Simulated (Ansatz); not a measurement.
WAg (model structure, Pmma, No. 51, 4 atoms in the cell) was calculated with PBE (Ansatz, a quantum-chemistry and plane-wave program, plane waves, PAW).

Settings: plane-wave cutoff 520 eV, 12×18×12 k mesh (along the axes of the cell as run), Fermi–Dirac smearing 0.05 eV, no spin polarisation, scalar-relativistic PAW data made under PBE.

Cell (relaxed at this level):

AgW is taken in the orthorhombic space group Pmma (No. 51), Pearson symbol oP4. Lattice parameters: a = 4.6421 Å, b = 2.7327 Å, c = 5.2495 Å, α = β = γ = 90.00°. W on 2e has 4 W at 2.701–2.733 Å and 8 Ag at 2.931–2.987 Å. Ag on 2f is surrounded by 4 Ag at 2.733 Å and 8 W at 2.931–2.987 Å. (Neighbours: up to the widest gap in distance over summed covalent radii, below 1.35, at either atom.)

**Question.** Give the computed bulk modulus.

**Answer.** 
bulk modulus: 180 GPa

Note: the run has no spin polarisation, so it can have missed a magnetic state; the bulk modulus is −V dP/dV from two relaxed cells at ±2 % in volume; the relaxation could raise the start's symmetry but not lower it, so the cell can be a saddle point.

Spin–orbit coupling is not included.

The computed numbers hold no vibrational or temperature effects.

The result took around 9 core-minutes (rough).

A model structure was made by putting elements into a prototype or built by hand; it is no filed structure, need not be a known phase, and can be a saddle point held by its symmetry.
